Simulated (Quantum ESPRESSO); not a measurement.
Input and output of a self-consistent single point for HfN2 (P6_3/mmc, 6 atoms in the cell) (Quantum ESPRESSO).

Method: PBEsol, GBRV 1.5 ultrasoft (PBESOL) pseudopotentials (plane waves; Quantum ESPRESSO).

```
HfN2
1.0
    3.27581     0.00000     0.00000
   -1.63790     2.83693     0.00000
    0.00000     0.00000     7.65082
Hf N
2 4
Cartesian
  0.00000   1.89129   5.73811
  1.63791   0.94564   1.91270
  0.00000   0.00000   6.93103
  0.00000   0.00000   0.71979
  0.00000   0.00000   3.10562
  0.00000   0.00000   4.54520
```

Reference input (self-consistent single point, DFT, PBEsol, plane waves, GBRV 1.5 ultrasoft (PBESOL) pseudopotentials): ecutwfc = 40 Ry; ecutrho = 320 Ry; occupations = fixed; potentials = {Hf: hf_pbesol_v1.uspp.F.UPF, N: n_pbesol_v1.2.uspp.F.UPF}; K_POINTS = automatic 8 8 3 0 0 0; nbnd = 26; conv_thr = 1e-09 Ry; mixing_beta = 0.7. This run's input differs from it in these lines:

```diff
@@ -34,3 +34,3 @@
 K_POINTS automatic
-8 8 3  0 0 0
+5 5 2  0 0 0
```

Output, abridged:

```
     Self-consistent Calculation

     iteration #  1     ecut=    40.00 Ry     beta= 0.70

     negative rho (up, down):  2.181E-01 0.000E+00

     total energy              =    -397.00706603 Ry
     estimated scf accuracy    <       2.39766884 Ry

     iteration #  2     ecut=    40.00 Ry     beta= 0.70

     negative rho (up, down):  2.199E-01 0.000E+00

     total energy              =    -397.12198913 Ry
     estimated scf accuracy    <       2.89937541 Ry

     iteration #  3     ecut=    40.00 Ry     beta= 0.70

     negative rho (up, down):  2.236E-01 0.000E+00

     total energy              =    -397.80458070 Ry
     estimated scf accuracy    <       0.09869894 Ry

   [... 9 blocks of this kind left out ...]

     iteration # 13     ecut=    40.00 Ry     beta= 0.70

     negative rho (up, down):  2.268E-01 0.000E+00

     total energy              =    -397.81784349 Ry
     estimated scf accuracy    <          9.2E-09 Ry

     iteration # 14     ecut=    40.00 Ry     beta= 0.70

     negative rho (up, down):  2.268E-01 0.000E+00
     End of self-consistent calculation

     highest occupied, lowest unoccupied level (ev):    12.3553   13.1309

!    total energy              =    -397.81784349 Ry
     estimated scf accuracy    <          4.3E-10 Ry

     convergence has been achieved in  14 iterations

     negative rho (up, down):  2.268E-01 0.000E+00

     Forces acting on atoms (cartesian axes, Ry/au):

     atom    1 type  1   force =    -0.00000000   -0.00000000    0.00000000
     atom    2 type  1   force =     0.00000000    0.00000000   -0.00000000
     atom    3 type  2   force =    -0.00000000   -0.00000000    0.00173873
     atom    4 type  2   force =     0.00000000    0.00000000   -0.00173873
     atom    5 type  2   force =     0.00000000    0.00000000    0.00173873
     atom    6 type  2   force =     0.00000000    0.00000000   -0.00173873

     Total force =     0.003477     Total SCF correction =     0.000031

     negative rho (up, down):  2.268E-01 0.000E+00
          total   stress  (Ry/bohr**3)                   (kbar)     P=      -97.48
  -0.00059696   0.00000000   0.00000000          -87.82        0.00        0.00
   0.00000000  -0.00059696   0.00000000            0.00      -87.82        0.00
   0.00000000   0.00000000  -0.00079400            0.00        0.00     -116.80

   JOB DONE.
```

The run converged in 14 iterations. Against the reference run the free energy rises by 7.0 meV/atom, the pressure goes from -9.86 to -9.75 GPa, the largest force goes from 0.065 to 0.045 eV/Å and the gap on the mesh goes from 0.537 to 0.776 eV.

The starting cell comes from a database of computed structures (which also holds hypothetical and non-ambient phases and stackings), without a prior relaxation at this level. Its lattice was rescaled by a random factor within 2.5 % of one. Spin-orbit coupling is off. With a pressure of about -10 GPa the cell is away from its equilibrium volume at this level. Another mesh or the band path of this cell gives a smaller gap, so this value is not converged in the mesh.

Cost on one core of a shared machine: roughly 50 s.
